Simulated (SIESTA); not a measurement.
## Input and output of a self-consistent single point for Te (R-3m, 1 atom in the cell) (SIESTA)

Level of theory: SIESTA with LDA PW92, numerical atomic orbitals DZP, PseudoDojo LDA standard norm-conserving potentials (rewritten from UPF to PSML).

Input as run:

```
# files in the folder: Te.psml (PseudoDojo LDA standard)
SystemName  Te
SystemLabel siesta

NumberOfAtoms                1
NumberOfSpecies              1
%block ChemicalSpeciesLabel
  1 52 Te
%endblock ChemicalSpeciesLabel
LatticeConstant              1.0 Ang
%block LatticeVectors
     2.312823000    1.335309000    1.696026000
    -2.312823000    1.335309000    1.696026000
     0.000000000   -2.670618000    1.696026000
%endblock LatticeVectors
AtomicCoordinatesFormat      Ang
%block AtomicCoordinatesAndAtomicSpecies
     0.000000000    0.000000000    2.544039000  1
%endblock AtomicCoordinatesAndAtomicSpecies

XC.functional                LDA
XC.authors                   PW92
PAO.BasisSize                DZP
PAO.EnergyShift              0.01 Ry
MeshCutoff                   300 Ry
%block kgrid.MonkhorstPack
   10   0   0  0.0
    0  10   0  0.0
    0   0  10  0.0
%endblock kgrid.MonkhorstPack
OccupationFunction           MP
OccupationMPOrder            0
ElectronicTemperature        1160.45 K

MaxSCFIterations             150
SCF.Mixer.Method             Pulay
SCF.Mixer.Weight             0.2
SCF.Mixer.History            8
SCF.DM.Tolerance             1.0E-04
Diag.ParallelOverK           true
WriteForces                  true
```

Log, with long lists cut:

```
reinit: Reading from file input.fdf

reinit: System Name: Te
reinit: System Label: siesta

coor:   Atomic-coordinates input format  =     Cartesian coordinates
coor:                                          (in Angstroms)

siesta: Atomic coordinates (Bohr) and species
siesta:      0.00000   0.00000   4.80754  1        1

siesta: System type = bulk

initatomlists: Number of atoms, orbitals, and projectors:      1    18    33

siesta: ******************** Simulation parameters ****************************
redata: Spin configuration                          = none
redata: Time-Reversal Symmetry                      = T
redata: Number of Atomic Species                    =        1
redata: Mesh Cutoff                                 =   300.0000 Ry
redata: Net charge of the system                    =     0.0000 |e|
redata: Min. number of SCF Iter                     =        0
redata: Max. number of SCF Iter                     =      150
redata: SCF convergence failure will abort job
redata: SCF mix quantity                            = Hamiltonian
redata: Mix DM or H after convergence               =   F
redata: Recompute H after scf cycle                 =   F
redata: Mix DM in first SCF step                    =   T
redata: No kicks to SCF
redata: DM Mixing Weight for Kicks                  =     0.5000
redata: Require Harris convergence for SCF          =   F
redata: Harris energy tolerance for SCF             =     0.000100 eV
redata: Require DM convergence for SCF              =   T
redata: DM tolerance for SCF                        =     0.000100
redata: Require EDM convergence for SCF             =   F
redata: EDM tolerance for SCF                       =     0.001000 eV
redata: Require H convergence for SCF               =   T
redata: Hamiltonian tolerance for SCF               =     0.001000 eV
redata: Require (free) Energy convergence for SCF   =   F
redata: (free) Energy tolerance for SCF             =     0.000100 eV
redata: Using DFT-D3 dispersion                     =   F
redata: Using Saved Data (generic)                  =   F
redata: Method of Calculation                       = Diagonalization
redata: Electronic Temperature                      =  1160.4500 K
redata: Number of TDED substeps                     =        3
redata: Dynamics option                             = Single-point calculation
redata: Save all siesta data in one NC              =   F
redata: ***********************************************************************

%block SCF.Mixers
  Pulay
%endblock SCF.Mixers

%block SCF.Mixer.Pulay
  # Mixing method
  method pulay
  variant stable

  # Mixing options
  weight 0.2000
  weight.linear 0.2000
  history 8
%endblock SCF.Mixer.Pulay

DM_history_depth set to one: no extrapolation allowed by default for geometry relaxation
Size of DM history Fstack: 1
Total number of electrons:    16.000000
Total ionic charge:    16.000000

* ProcessorY, Blocksize:    1  19

* Orbital distribution balance (max,min):    18    18

k-point displ. along   1 input, could be:     0.00    0.50
k-point displ. along   2 input, could be:     0.00    0.50
k-point displ. along   3 input, could be:     0.00    0.50
 Kpoints in:          600 . Kpoints trimmed:          560

siesta: k-grid: Number of k-points = 560
siesta: k-points from Monkhorst-Pack grid
siesta: k-cutoff (effective) =    15.818 Ang
siesta: k-point supercell and displacements
siesta: k-grid:    10     0     0      0.000
siesta: k-grid:     0    10     0      0.000
siesta: k-grid:     0     0    10      0.000

diag: Algorithm                                     = D&C
diag: Parallel over k                               =   F
diag: Use parallel 2D distribution                  =   F
diag: Parallel block-size                           = 19
diag: Parallel distribution                         =     1 x     1
diag: Used triangular part                          = Lower
diag: Absolute tolerance                            =  0.100E-15
diag: Orthogonalization factor                      =  0.100E-05
diag: Memory factor                                 =  1.0000

superc: Internal auxiliary supercell:     5 x     5 x     5  =     125
superc: Number of atoms, orbitals, and projectors:    125   2250   4125

                        Single-point calculation

superc: Internal auxiliary supercell:     5 x     5 x     5  =     125
superc: Number of atoms, orbitals, and projectors:    125   2250   4125

outcell: Unit cell vectors (Ang):
        2.312823    1.335309    1.696026
       -2.312823    1.335309    1.696026
        0.000000   -2.670618    1.696026

outcell: Cell vector modules (Ang)   :    3.163654    3.163654    3.163654
outcell: Cell angles (23,13,12) (deg):     93.9508     93.9508     93.9508
outcell: Cell volume (Ang**3)        :     31.4274
new_DM -- step:     1
Initializing Density Matrix...

Attempting to read DM from file... Failed...
DM filled with atomic data:

InitMesh: MESH = 36 x 36 x 36 = 46656
InitMesh: Mesh cutoff (required, used) =   300.000   361.560 Ry

stepf: Methfessel-Paxton step function
       Using Hermite-Gauss polynomials of order  0

        iscf     Eharris(eV)        E_KS(eV)     FreeEng(eV)     dDmax    Ef(eV) dHmax(eV)
   scf:    1    -2844.994333    -2844.008844    -2844.012142  0.406506 -2.948987  2.760500
   scf:    2    -2844.078538    -2844.044424    -2844.047899  0.042502 -3.059456  2.025763
   scf:    3    -2844.113556    -2844.084101    -2844.087949  0.107796 -3.362314  0.032881
   scf:    4    -2844.084135    -2844.084121    -2844.087971  0.002089 -3.357559  0.045103
   scf:    5    -2844.084169    -2844.084147    -2844.087992  0.002184 -3.351085  0.002482
   scf:    6    -2844.084146    -2844.084147    -2844.087992  0.000204 -3.350688  0.001115
   scf:    7    -2844.084147    -2844.084147    -2844.087992  0.000057 -3.350826  0.000155

SCF Convergence by DM+H criterion
max |DM_out - DM_in|         :     0.0000568015
max |H_out - H_in|      (eV) :     0.0001552825
SCF cycle converged after 7 iterations

Using DM_out to compute the final energy and forces

siesta: E_KS(eV) =            -2844.0841

siesta: E_KS - E_eggbox =     -2844.0841

siesta: Atomic forces (eV/Ang):
     1   -0.000000   -0.000000   -0.000000
   Tot   -0.000000   -0.000000   -0.000000
   Max    0.000000
   Res    0.000000    sqrt( Sum f_i^2 / 3N )
   Max    0.000000    constrained

Stress tensor Voigt[x,y,z,yz,xz,xy] (kbar):        8.09        8.09       11.53        0.00        0.00       -0.00
(Free)E + p*V (eV/cell)    -2844.2692
Target enthalpy (eV/cell)    -2844.0880

siesta: Program's energy decomposition (eV):
siesta: Ebs     =      -463.342232
siesta: Eions   =      3131.546845
siesta: Ena     =       175.711559
siesta: Ekin    =      1541.273121
siesta: Enl     =      -782.981110
siesta: Eso     =         0.000000
siesta: Edftu   =         0.000000
siesta: DEna    =        10.896517
siesta: DUscf   =         0.208073
siesta: DUext   =         0.000000
siesta: Ex      =      -606.239498
siesta: Ec      =       -51.405963
siesta: Exc     =      -657.645462
siesta: Eharris =     -2844.084147
siesta: Etot    =     -2844.084147
siesta: FreeEng =     -2844.087992

siesta: Stress tensor (static) (eV/Ang**3):
siesta:     0.005048    0.000000   -0.000000
siesta:    -0.000000    0.005048    0.000000
siesta:     0.000000    0.000000    0.007199

siesta: Cell volume =         31.427362 Ang**3

siesta: Pressure (static):
siesta:                Solid            Molecule  Units
siesta:          -0.00006279         -0.00006279  Ry/Bohr**3
siesta:          -0.00576500         -0.00576500  eV/Ang**3
siesta:          -9.23654102         -9.23654102  kBar
```

The run converged in 7 iterations.

The starting cell comes from a database of computed structures (which also holds hypothetical and non-ambient phases and stackings), without a prior relaxation at this level. Its lattice was rescaled by up to half a per cent. Values carry the incompleteness of an atom-centred basis.
